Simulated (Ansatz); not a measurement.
Base system: BaO in the zinc blende structure (space group F-43m, No. 216; a = 5.861 Å; a hypothetical phase, not in the database extracts checked). Axes: x, y, z lie along the cube axes.

Computed with PBEsol, PAW, 420 eV (Ansatz, a first-principles code; no SOC).

A first run, uniaxial strain ε_yy = −2.27 %, gives secant values C11 ≈ 61 GPa and C12 ≈ 55 GPa from its stress. A second run applies biaxial strain −1.59 %, plane normal [001], relaxed out of plane.

Q: What does linear elasticity predict for −ε⊥/ε∥ in the second run, and what does the run give?

A: Linear elasticity: 2 C12/C11 = 1.80. The run gives 1.61; any difference comes from nonlinear terms at these strains and numerical noise.

No phonon test of stability was made.
